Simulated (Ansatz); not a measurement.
# Ga₃AlAs₄ (model structure, P-4m2, No. 115, 8 atoms in the cell)

Method: r²SCAN+SOC (Ansatz, an electronic-structure program, PAW).

Run with plane-wave cutoff 560 eV, 8×8×4 k mesh (along the axes of the cell as run), Fermi–Dirac smearing 0.01 eV, PAW data made under PBE.

Cell (relaxed with PBEsol):

```xyz
8
Lattice="4.0063 0.0000 0.0000 0.0000 4.0063 0.0000 0.0000 0.0000 11.3183" Properties=species:S:1:pos:R:3 pbc="T T T"
Ga     0.0000     0.0000     8.4932
As     2.0032     0.0000     9.9062
Ga     2.0032     2.0032     0.0000
As     0.0000     2.0032     1.4122
Ga     0.0000     0.0000     2.8251
As     2.0032     0.0000     4.2427
Al     2.0032     2.0032     5.6592
As     0.0000     2.0032     7.0756
```

```yaml
band_gap: 1.21 eV (direct)
```

Note: the relaxation could raise the start's symmetry but not lower it, so the cell can be a saddle point; cell and atoms aren't relaxed at this level (largest force component 0.03 eV/Å, pressure 0.2 GPa).

The computed numbers hold no vibrational or temperature effects.

A model structure was made by putting elements into a prototype or built by hand; it is no filed structure, need not be a known phase, and can be a saddle point held by its symmetry.
